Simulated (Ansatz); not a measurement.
The starting structures come from a database of crystals and need not be the phases stable at ambient conditions.

 Where the default PAW files enter, the runs use the earlier of Ansatz's two default sets.

Consider the following.

```xyz
2
Lattice="4.2036 0.0000 0.0000 -2.1018 3.6404 0.0000 2.1018 1.2135 3.3293" Properties=species:S:1:pos:R:3 pbc="T T T"
Mg     0.0000     0.0000     0.0000
Te     0.0000     2.4270     1.6646
```

Space group of this cell: R-3m. The cell is strained (lengths along the current scaled by 0.97, ions clamped); by PBEsol its mean pressure is 0.5 GPa.

Transport runs along the normal of the first two printed cell vectors, the (111) (indices of the unstrained crystal) plane of the conventional cell.

The gap is the functional's own, uncorrected, and κ follows it; spin-orbit coupling is left out. Mid-gap values are interpolated between the computed energies.

Task: Predict the band gap and the smallest decay constant κ at mid-gap from PBEsol (Ansatz, a first-principles code).

Result: Gap 0.25 eV on a 10×10×10 mesh; κ = 0.057 1/Å, at the zone centre.
